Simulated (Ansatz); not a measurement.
The reference is MgS in the rock salt structure (space group Fm-3m, No. 225; a = 5.1292 Å). Axes: x, y, z lie along the cube axes.

Level of theory: plane-wave PAW DFT at the LDA level (Ansatz, a first-principles code, 420 eV), no spin-orbit coupling.

One thing is altered: a pure shear with ε_xy = ε_yx = 0.0143, atoms relaxed at fixed cell.

Problem. Predict the stress tensor and what it implies for the stiffness.

Solution. Stress of the strained cell less that of the base (GPa, compression positive):
```
   0.04   -1.63    0.00
  -1.63    0.04    0.00
   0.00    0.00   -0.03
```

Then −Δσ/γ with γ = 2ε = 0.0286 gives secant stiffness values (nonlinear terms included at this strain): C66 ≈ 57 GPa.

No phonon test of stability was made.
